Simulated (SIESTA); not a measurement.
**SIESTA run on V (Im-3m, 1 atom in the cell): self-consistent single point**

Level of theory: GGA PBE, numerical atomic orbitals DZP, PseudoDojo PBE standard norm-conserving potentials (rewritten from UPF to PSML) (SIESTA).

Input as run:

```
# files in the folder: V.psml (PseudoDojo PBE standard)
SystemName  V
SystemLabel V

NumberOfAtoms                1
NumberOfSpecies              1
%block ChemicalSpeciesLabel
  1 23 V
%endblock ChemicalSpeciesLabel
LatticeConstant              1.0 Ang
%block LatticeVectors
    -1.528182000    1.528182000    1.528182000
     1.528182000   -1.528182000    1.528182000
     1.528182000    1.528182000   -1.528182000
%endblock LatticeVectors
AtomicCoordinatesFormat      Fractional
%block AtomicCoordinatesAndAtomicSpecies
     0.000000000    0.000000000    0.000000000  1
%endblock AtomicCoordinatesAndAtomicSpecies

XC.functional                GGA
XC.authors                   PBE
PAO.BasisSize                DZP
PAO.EnergyShift              0.005 Ry
MeshCutoff                   300 Ry
%block kgrid.MonkhorstPack
   20   0   0  0.0
    0  20   0  0.0
    0   0  20  0.0
%endblock kgrid.MonkhorstPack
OccupationFunction           MP
OccupationMPOrder            0
ElectronicTemperature        136.0 meV

MaxSCFIterations             150
SCF.Mixer.Method             Pulay
SCF.Mixer.Weight             0.1
SCF.Mixer.History            6
SCF.DM.Tolerance             1.0E-04
Diag.ParallelOverK           true
WriteForces                  true
```

Output, abridged:

```
reinit: Reading from file input.fdf

reinit: System Name: V
reinit: System Label: V

coor:   Atomic-coordinates input format  =     Fractional

siesta: Atomic coordinates (Bohr) and species
siesta:      0.00000   0.00000   0.00000  1        1

siesta: System type = bulk

initatomlists: Number of atoms, orbitals, and projectors:      1    19    18

siesta: ******************** Simulation parameters ****************************
redata: Spin configuration                          = none
redata: Time-Reversal Symmetry                      = T
redata: Number of Atomic Species                    =        1
redata: Mesh Cutoff                                 =   300.0000 Ry
redata: Net charge of the system                    =     0.0000 |e|
redata: Min. number of SCF Iter                     =        0
redata: Max. number of SCF Iter                     =      150
redata: SCF convergence failure will abort job
redata: SCF mix quantity                            = Hamiltonian
redata: Mix DM or H after convergence               =   F
redata: Recompute H after scf cycle                 =   F
redata: Mix DM in first SCF step                    =   T
redata: No kicks to SCF
redata: DM Mixing Weight for Kicks                  =     0.5000
redata: Require Harris convergence for SCF          =   F
redata: Harris energy tolerance for SCF             =     0.000100 eV
redata: Require DM convergence for SCF              =   T
redata: DM tolerance for SCF                        =     0.000100
redata: Require EDM convergence for SCF             =   F
redata: EDM tolerance for SCF                       =     0.001000 eV
redata: Require H convergence for SCF               =   T
redata: Hamiltonian tolerance for SCF               =     0.001000 eV
redata: Require (free) Energy convergence for SCF   =   F
redata: (free) Energy tolerance for SCF             =     0.000100 eV
redata: Using DFT-D3 dispersion                     =   F
redata: Using Saved Data (generic)                  =   F
redata: Method of Calculation                       = Diagonalization
redata: Electronic Temperature                      =  1578.2145 K
redata: Number of TDED substeps                     =        3
redata: Dynamics option                             = Single-point calculation
redata: Save all siesta data in one NC              =   F
redata: ***********************************************************************

%block SCF.Mixers
  Pulay
%endblock SCF.Mixers

%block SCF.Mixer.Pulay
  # Mixing method
  method pulay
  variant stable

  # Mixing options
  weight 0.1000
  weight.linear 0.1000
  history 6
%endblock SCF.Mixer.Pulay

DM_history_depth set to one: no extrapolation allowed by default for geometry relaxation
Size of DM history Fstack: 1
Total number of electrons:    13.000000
Total ionic charge:    13.000000

* ProcessorY, Blocksize:    1  20

* Orbital distribution balance (max,min):    19    19

k-point displ. along   1 input, could be:     0.00    0.50
k-point displ. along   2 input, could be:     0.00    0.50
k-point displ. along   3 input, could be:     0.00    0.50
 Kpoints in:         4400 . Kpoints trimmed:         4220

siesta: k-grid: Number of k-points = 4220
siesta: k-points from Monkhorst-Pack grid
siesta: k-cutoff (effective) =    26.469 Ang
siesta: k-point supercell and displacements
siesta: k-grid:    20     0     0      0.000
siesta: k-grid:     0    20     0      0.000
siesta: k-grid:     0     0    20      0.000

diag: Algorithm                                     = D&C
diag: Parallel over k                               =   F
diag: Use parallel 2D distribution                  =   F
diag: Parallel block-size                           = 20
diag: Parallel distribution                         =     1 x     1
diag: Used triangular part                          = Lower
diag: Absolute tolerance                            =  0.100E-15
diag: Orthogonalization factor                      =  0.100E-05
diag: Memory factor                                 =  1.0000

superc: Internal auxiliary supercell:     9 x     9 x     9  =     729
superc: Number of atoms, orbitals, and projectors:    729  13851  13122

                        Single-point calculation

superc: Internal auxiliary supercell:     9 x     9 x     9  =     729
superc: Number of atoms, orbitals, and projectors:    729  13851  13122

outcell: Unit cell vectors (Ang):
       -1.528182    1.528182    1.528182
        1.528182   -1.528182    1.528182
        1.528182    1.528182   -1.528182

outcell: Cell vector modules (Ang)   :    2.646889    2.646889    2.646889
outcell: Cell angles (23,13,12) (deg):    109.4712    109.4712    109.4712
outcell: Cell volume (Ang**3)        :     14.2753
new_DM -- step:     1
Initializing Density Matrix...

Attempting to read DM from file... Failed...
DM filled with atomic data:

InitMesh: MESH = 24 x 24 x 24 = 13824
InitMesh: Mesh cutoff (required, used) =   300.000   340.835 Ry

stepf: Methfessel-Paxton step function
       Using Hermite-Gauss polynomials of order  0

        iscf     Eharris(eV)        E_KS(eV)     FreeEng(eV)     dDmax    Ef(eV) dHmax(eV)
   scf:    1    -1994.661572    -2006.769779    -2006.783092  1.066432 -6.262792  6.528373
   scf:    2    -2007.799221    -2007.307384    -2007.321835  0.053057 -6.546708  4.921003
   scf:    3    -2008.263241    -2008.014390    -2008.032029  0.156499 -7.456890  0.111182
   scf:    4    -2008.015006    -2008.015105    -2008.032574  0.006578 -7.419643  0.094848
   scf:    5    -2008.015354    -2008.015247    -2008.032736  0.009366 -7.440465  0.024570
   scf:    6    -2008.015228    -2008.015243    -2008.032751  0.000772 -7.444843  0.001549
   scf:    7    -2008.015242    -2008.015247    -2008.032738  0.000764 -7.442372  0.020594
   scf:    8    -2008.015231    -2008.015243    -2008.032752  0.000669 -7.446432  0.000406
   scf:    9    -2008.015244    -2008.015244    -2008.032752  0.000012 -7.446347  0.000009

SCF Convergence by DM+H criterion
max |DM_out - DM_in|         :     0.0000124887
max |H_out - H_in|      (eV) :     0.0000093225
SCF cycle converged after 9 iterations

Using DM_out to compute the final energy and forces

siesta: E_KS(eV) =            -2008.0152

siesta: E_KS - E_eggbox =     -2008.0152

siesta: Atomic forces (eV/Ang):
     1    0.000000   -0.000000    0.000000
   Tot    0.000000   -0.000000    0.000000
   Max    0.000000
   Res    0.000000    sqrt( Sum f_i^2 / 3N )
   Max    0.000000    constrained

Stress tensor Voigt[x,y,z,yz,xz,xy] (kbar):      112.89      112.89      112.89        0.50        0.50        0.50
(Free)E + p*V (eV/cell)    -2009.0386
Target enthalpy (eV/cell)    -2008.0328

siesta: Program's energy decomposition (eV):
siesta: Ebs     =      -456.946309
siesta: Eions   =      3034.674619
siesta: Ena     =       472.683191
siesta: Ekin    =       827.493329
siesta: Enl     =        15.658487
siesta: Eso     =         0.000000
siesta: Edftu   =         0.000000
siesta: DEna    =        21.168533
siesta: DUscf   =         0.424629
siesta: DUext   =         0.000000
siesta: Ex      =      -291.522858
siesta: Ec      =       -19.245936
siesta: Exc     =      -310.768794
siesta: Eharris =     -2008.015244
siesta: Etot    =     -2008.015244
siesta: FreeEng =     -2008.032752

siesta: Stress tensor (static) (eV/Ang**3):
siesta:     0.070461    0.000309    0.000309
siesta:     0.000309    0.070461    0.000309
siesta:     0.000309    0.000309    0.070461

siesta: Cell volume =         14.275300 Ang**3

siesta: Pressure (static):
siesta:                Solid            Molecule  Units
siesta:          -0.00076742         -0.00076742  Ry/Bohr**3
siesta:          -0.07046118         -0.07046118  eV/Ang**3
siesta:        -112.89125905       -112.89125905  kBar
```

The run converged in 9 iterations.

The starting cell comes from a database of computed structures (which also holds hypothetical and non-ambient phases and stackings), without a prior relaxation at this level. Its lattice was rescaled by a random factor within 2.5 % of one. Spin polarisation is off. Values carry the incompleteness of an atom-centred basis. With a pressure of about -11 GPa the cell is away from its equilibrium volume at this level.

Cost on one core of a shared machine: roughly 3 min.
